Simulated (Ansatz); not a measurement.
# SnO, response to strain

Consider SnO (space group P4/nmm, No. 129; a = 3.7675 Å, c = 4.5572 Å; layered, stacked along the Cartesian z axis; relaxed with 0.1 eV smearing). Axes: x, y, z lie along a, b, c of the conventional cell.

Strains are applied to the cell and any free atomic positions relax; under biaxial strain the out-of-plane vector relaxes too.

All numbers come from PBEsol-D3(BJ) (Ansatz, a program for electronic structure; PAW; 420 eV plane waves; without spin-orbit coupling), earlier PAW set.

Notes on the quantities. pressure: mean of the normal stresses, compression positive.

```json
[
 {"case": "base", "volume per atom": "16.17 Å³", "space group": "P4/nmm (No. 129)", "pressure": "0.0 GPa"},
 {"case": "biaxial strain +0.28 %, plane normal [001], relaxed out of plane", "volume per atom": "16.23 Å³", "space group": "P4/nmm (No. 129)", "pressure": "-0.3 GPa"},
 {"case": "biaxial strain +2.70 %, plane normal [001], relaxed out of plane", "volume per atom": "16.73 Å³", "space group": "P4/nmm (No. 129)", "pressure": "-2.9 GPa"},
 {"case": "isotropic strain +3.43 %", "volume per atom": "17.89 Å³", "space group": "P4/nmm (No. 129)", "pressure": "-4.8 GPa"},
 {"case": "uniaxial strain ε_yy = +1.24 %", "volume per atom": "16.37 Å³", "space group": "Pmmn (No. 59)", "pressure": "-0.8 GPa"},
 {"case": "uniaxial strain ε_zz = −5.98 %", "volume per atom": "15.20 Å³", "space group": "P4/nmm (No. 129)", "pressure": "2.9 GPa"}
]
```

Whether these cells are dynamically stable was not tested. The final runs are not spin-polarised.
